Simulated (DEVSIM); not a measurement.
Device: Schottky contact on n-type Si, at 300 K.

```tsv
layer (left to right)	material	thickness (μm)	Nd (cm⁻³)	τn (s)	τp (s)
1	Si	1.10	1.2e16	2.5e-7	2.5e-7
```

Left contact: Schottky, work function 4.69 eV, emission velocity 5.4e6 cm/s. Right contact: ohmic. Voltage is applied to the left contact. Recombination: SRH at mid-gap. Mobility is μmin + (μ − μmin)/(1 + (N/Nref)^α).

Constants are typed, rounded textbook-type inputs, not results; the design itself was drawn at random and stands for no fabricated device. Values at 300 K.

```csv
parameter,Si
gap (eV),1.124
affinity (eV),4.05
permittivity,11.7
Nc (cm⁻³),2.86e19
Nv (cm⁻³),3.1e19
μn (cm²/Vs),1417
μp (cm²/Vs),470
"μn,min",52
"μp,min",45
"Nref,n",9.7e16
"Nref,p",2.2e17
αn,0.68
αp,0.72
```

Model (solved in DEVSIM): 1D drift-diffusion, Boltzmann statistics, complete ionisation; no tunnelling, impact ionisation, image-force lowering or self-heating. Metal contacts follow the ideal Schottky-Mott rule: no Fermi-level pinning, no interface dipoles.

**Question.** Tabulate band edges, carrier densities and field at zero bias.

**Answer.** Energies count from the Fermi level of the right contact; mesh points crowd at the junctions.

| x (μm) | Ec (eV) | Ev (eV) | n (cm⁻³) | p (cm⁻³) | field (V/cm) |
|---|---|---|---|---|---|
| 0.000 | 0.640 | -0.484 | 5.1e8 | 2.3e11 | -39000 |
| 0.007893 | 0.610 | -0.514 | 1.6e9 | 7.1e10 | -38000 |
| 0.01826 | 0.572 | -0.552 | 7.2e9 | 1.6e10 | -36000 |
| 0.03189 | 0.525 | -0.599 | 4.4e10 | 2.6e9 | -33000 |
| 0.05910 | 0.441 | -0.683 | 1.1e12 | 1.0e8 | -28000 |
| 0.08554 | 0.373 | -0.751 | 1.6e13 | 7500000 | -23000 |
| 0.1203 | 0.303 | -0.821 | 2.3e14 | 500000 | -17000 |
| 0.1814 | 0.232 | -0.892 | 3.6e15 | 32000 | -6900 |
| 0.2463 | 0.207 | -0.917 | 9.4e15 | 12000 | -1700 |
| 0.3315 | 0.202 | -0.922 | 1.2e16 | 9900 | -180 |
| 0.4435 | 0.201 | -0.923 | 1.2e16 | 9700 | ≈ 0 |
| 0.6331 | 0.201 | -0.923 | 1.2e16 | 9700 | ≈ 0 |
| 0.7506 | 0.201 | -0.923 | 1.2e16 | 9700 | ≈ 0 |
| 0.8401 | 0.201 | -0.923 | 1.2e16 | 9700 | ≈ 0 |
| 0.9245 | 0.201 | -0.923 | 1.2e16 | 9700 | ≈ 0 |
| 0.9724 | 0.201 | -0.923 | 1.2e16 | 9700 | ≈ 0 |
| 1.009 | 0.201 | -0.923 | 1.2e16 | 9700 | ≈ 0 |
| 1.037 | 0.201 | -0.923 | 1.2e16 | 9700 | ≈ 0 |
| 1.065 | 0.201 | -0.923 | 1.2e16 | 9700 | ≈ 0 |
| 1.080 | 0.201 | -0.923 | 1.2e16 | 9700 | ≈ 0 |
| 1.091 | 0.201 | -0.923 | 1.2e16 | 9700 | ≈ 0 |
| 1.100 | 0.201 | -0.923 | 1.2e16 | 9700 | ≈ 0 |
